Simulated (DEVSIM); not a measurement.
Device: abrupt Si p-n junction, at 250 K.

| layer (left to right) | material | thickness (μm) | Nd (cm⁻³) | Na (cm⁻³) | τn (s) | τp (s) |
|---|---|---|---|---|---|---|
| 1 | Si | 7.10 | - | 2.4e17 | 3e-7 | 3e-7 |
| 2 | Si | 270 | 2.4e16 | - | 3e-7 | 3e-7 |

Left contact: ohmic. Right contact: ohmic. Voltage is applied to the left contact. Recombination: SRH at mid-gap, radiative, Auger. Mobility is μmin + (μ − μmin)/(1 + (N/Nref)^α).

The device is made up for the run: typed textbook-type constants, with dimensions and the other settings drawn at random. Values at 300 K; Nc and Nv go as T^1.5, mobilities as T to minus their exponent, the gap by Varshni's rule with the affinity fixed.

```csv
parameter,Si
gap (eV),1.124
affinity (eV),4.05
permittivity,11.7
Nc (cm⁻³),2.86e19
Nv (cm⁻³),3.1e19
μn (cm²/Vs),1417
μp (cm²/Vs),470
"μn,min",52
"μp,min",45
"Nref,n",9.7e16
"Nref,p",2.2e17
αn,0.68
αp,0.72
T exponent of μn,2.3
T exponent of μp,2.2
B (cm³/s),4.7e-15
Cn (cm⁶/s),2.8e-31
Cp (cm⁶/s),9.9e-32
Varshni α (eV/K),0.000473
Varshni β (K),636
```

Simulated with DEVSIM: 1D drift-diffusion, Boltzmann statistics, complete ionisation; no tunnelling, impact ionisation, image-force lowering or self-heating.

Base results: dark forward voltage at 1 A/cm² (V) 0.771; dark forward voltage at 100 A/cm² (V) 1.246.

Task: What follows from this one change: minority lifetime in layer 2 3e-07 → 9e-08 s?

Result: dark forward voltage at 1 A/cm² 0.771 → 0.761 V; dark forward voltage at 100 A/cm² 1.246 → 1.275 V.

Task: What follows from this one change: thickness of layer 1 7.1 → 1.4 μm?

Result: dark forward voltage at 1 A/cm² 0.771 → 0.754 V; dark forward voltage at 100 A/cm² little changed (1.248 V).

Task: What follows from this one change: constant mobility in place of the doping-dependent one?

Result: dark forward voltage at 1 A/cm² 0.771 → 0.760 V; dark forward voltage at 100 A/cm² 1.246 → 1.142 V.
